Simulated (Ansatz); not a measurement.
SnO2: tensor shear ε_yz = +3.83 %

The reference is SnO$_{2}$ in the rutile structure (space group P4_2/mnm, No. 136; a = 4.7685 Å, c = 3.2114 Å). Axes: x, y, z lie along a, b, c of the conventional cell.

Now apply this change: tensor shear ε_yz = +3.83 % (engineering shear γ = 0.0766), atoms relaxed at fixed cell.

Level of theory: PBEsol/PAW in Ansatz (an electronic-structure program), no spin-orbit coupling, earlier PAW set. k-mesh 7×7×10 (Γ-centred); smearing 0.05 eV (Fermi–Dirac).

* **Volume per atom**: 12.15 Å³ (base 12.17 Å³)
* **Space group**: P2_1/c (No. 14) (base P4_2/mnm (No. 136))
* **Energy relative to the base (free energy F)**: +20 meV/atom
* **Pressure (mean of the normal stresses, compression positive)**: 0.36 GPa (base 0.00 GPa)
* **Band gap**: 0.90 eV (base 0.92 eV)
* **Gap character**: direct at Γ (base direct at Γ)
* **Electron mass**: 0.17 mₑ along z, 0.19 mₑ across (at Γ) (base 0.17 mₑ along c, 0.19 mₑ across (at Γ))
* **Valence-band top at Γ (three highest levels, from the VBM)**: 0.00, -0.75, -0.78 eV (base 0.00, -0.77, -0.77 eV)
* **Largest internal atomic displacement**: 0.045 Å
* **Stress (xx, yy, zz, yz, xz, xy; compression positive)**: (0.63, 0.42, 0.04, -6.71, 0.00, 0.00) GPa

The cells carry an imposed strain or load. Masses are band curvatures over ±0.01 Å⁻¹ around the edge. Whether these cells are dynamically stable was not tested. Labels are those of the standard path for the cell's own space group.
